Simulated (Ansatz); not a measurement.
Input:

```xyz
2
Lattice="3.2216 0.0000 0.0000 1.6108 2.7900 0.0000 0.0000 0.0000 5.1856" Properties=species:S:1:pos:R:3 pbc="T T T"
Zr     1.6108     0.9300     3.8892
Zr     3.2216     1.8600     1.2964
```

No spin polarisation.

Computed with Kohn–Sham DFT with the r2SCAN functional, run in Ansatz (a program for electronic structure) with PAW and 500 eV plane waves, no spin-orbit coupling. k-mesh 20×20×11 (Γ-centred); smearing 0.1 eV (Fermi–Dirac).

Predict the band gap, space group and in-plane stress.

The band gap is zero and the space group comes out as P6_3/mmc (No. 194). The mean in-plane stress (compression positive) comes out as +1.2 GPa.

The cells carry an imposed strain or load. No phonon test of stability was made. The final runs are not spin-polarised. The cell was made from Zr in the hcp (Mg type) structure (space group P6_3/mmc, No. 194) by this change: biaxial strain −0.70 %, plane normal [001], relaxed out of plane.
